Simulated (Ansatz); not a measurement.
MgTe: band gap against strain

MgTe (zinc blende, F-43m, 32.280 Å³/atom at rest, cube axes along x, y and z) under a strain ε along a cube axis (axis z), the other axes held. LDA in Ansatz, a plane-wave DFT program (PAW, default set), 420 eV, 9×9×9 Γ-centred mesh, Fermi-Dirac smearing 0.05 eV; ions are relaxed within the symmetry of each cell. Gaps are the smallest over the k-mesh and a band path, without spin-orbit coupling; in all rows the valence edge lies at Γ and the conduction edge at Γ.

Here s stands for strain and Eg for gap.

| strain (%) | gap (eV) |
|---|---|
| -3.00 | ? |
| -1.50 | 2.423 |
| -1.00 | 2.410 |
| -0.50 | 2.396 |
| 0.00 | 2.383 |

The 4 complete rows are fitted with a straight line, Eg against s. Means: s -0.75000, Eg 2.4030. About the means, the sum of products is -0.033500 and the sum of squares of s is 1.2500; the slope is their ratio. Least squares gives Eg = 2.3829 - 0.02680·s. Residuals (row less fit): -0.0001, 0.0003, -0.0003, 0.0001; standard error 0.0003 (degrees of freedom: 2). Over these rows the gap moves by -2.7 ± 0.03 eV per unit strain.

Problem. Predict the withheld Eg at s = -3.00 from the fit, and compare with the calculation.

Solution. Eg = 2.3829 - 0.02680 × (-3.0) = 2.4633 eV. The calculation gives 2.465 eV, 0.0017 eV above the prediction (2.1 % of the range of Eg in the table). The row lies outside the fitted rows, so this is an extrapolation. The fitted rows scatter only by rounding.

MgTe stands in this structure, whereas wurtzite is the usual form. Spin-orbit coupling is left out, which can shift this property for MgTe. Rows are the converged runs of the series near zero and its far end; series whose fitted rows scatter by over a few per cent of the range, as at a crossing or softening among them, aren't shown in this form. Most that stay on the fit to the last digits aren't either.
